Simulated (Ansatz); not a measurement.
Base system: Fe in the bcc (W type) structure (space group Im-3m, No. 229; a = 2.832 Å; ferromagnetic).

Calculations: PBE, PAW, 420 eV (Ansatz, a quantum-chemistry and plane-wave program; no SOC).

Base values:

The largest site moment comes out as 2.22 μB and the shortest interatomic distance is 2.452 Å. The magnetic state is ferromagnetic.

Perturbation: cell and atoms relaxed at a pressure of 9 GPa.

Task: What does the calculation give for the largest site moment, shortest interatomic distance and magnetic state after the change?

Result: The largest site moment decreases by 0.08 μB (2.22 μB → 2.14 μB); the shortest interatomic distance decreases by 0.034 Å to 2.418 Å; the magnetic state remains ferromagnetic.

Other magnetic orders, which the real material may have, were not ruled out. Load acts through the strain it causes; cell and atoms are relaxed under it. Whether these cells are dynamically stable was not tested. No other phases were tried under pressure.
